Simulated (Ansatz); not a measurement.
Input:

```
CELL_PARAMETERS angstrom
      0.00000     2.10744     2.10744
      2.10744     0.00000     2.10744
      2.10744     2.10744     0.00000
ATOMIC_POSITIONS crystal
  Mg 0.00000 0.00000 0.00000
  O  0.50000 0.50000 0.50000
```

These are PBEsol, rigid bands (plane waves, PAW, scalar-relativistic; Ansatz, an electronic-structure program) values and carry that method's errors. How the cell was made: cell and atoms relaxed with PBEsol.

Problem. What conductivity effective mass do dilute holes have at 300 K?

Solution. 2.3 mₑ.

Problem. What conductivity effective mass do dilute electrons have at 300 K?

Solution. 0.35 mₑ.

Problem. And the band gap?

Solution. 4.62 eV at this level; semilocal functionals usually fall short of the measured gap.

Rigid bands, one relaxation time for all states, no polarons. Spin-orbit coupling is left out.
